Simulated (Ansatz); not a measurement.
Band structure of NbFeF6 (R-3, 8 atoms in the cell).

```xyz
8
Lattice="2.7499 1.5876 4.7813 -2.7499 1.5876 4.7813 0.0000 -3.1753 4.7813" Properties=species:S:1:pos:R:3 pbc="T T T"
Nb     0.0000     0.0000     7.1720
Fe     0.0000     0.0000     0.0000
F     -0.4797    -1.5537     5.9920
F      0.4797     1.5537     8.3521
F      1.5854     0.3614     5.9920
F     -1.5854    -0.3614     8.3521
F     -1.1057     1.1923     5.9920
F      1.1057    -1.1923     8.3521
```
Moments meant for the start (each program seeds them in its own way; μB, in the order of the atoms Nb Fe F F F F F F): 1.0 4.0 0.0 0.0 0.0 0.0 0.0 0.0.

Method of the run: LDA (PW92), PAW files made with PBE (plane waves; Ansatz, an electronic-structure program).

Settings: basis.ecutwfc = 420 eV; kpoints.mp_grid.grid = 3 3 3; hamiltonian.xc = lda; hamiltonian.pseudopotentials = {kind: paw} (the program's default PAW files); magnetization.spin_polarized = true; scf.occupations.method = gaussian; scf.occupations.width = 0.1 eV; kpoints.band_path.path = [[0.0, 0.0, 0.0], [0.5, 0.0, 0.0], [0.5, 0.24017089, -0.24017089]]; kpoints.band_path.npoints = 8.

The starting cell comes from a database of computed structures (which also holds hypothetical and non-ambient phases and stackings), without a prior relaxation at this level. The magnetic order is the one reached from the typed start; others were not searched systematically. The program warned that a starting moment was not kept.

Levels in eV from the Fermi level, bands 34 to 41 of the first spin channel:
```
point     34     35     36     37    38    39    40    41
-----  -----  -----  -----  -----  ----  ----  ----  ----
Γ      -3.00  -2.91  -2.37  -2.37  0.83  0.85  0.85  2.06
L      -2.83  -2.75  -1.92  -1.90  0.70  0.71  0.78  3.65
B1     -2.85  -2.75  -2.16  -2.07  0.75  0.78  0.82  3.06
```

Bands cross the Fermi level along this path, so the cell is metallic at this level.

The net moment of the cell came out as 3.00 μB.

Keys are those of Ansatz 0.2.
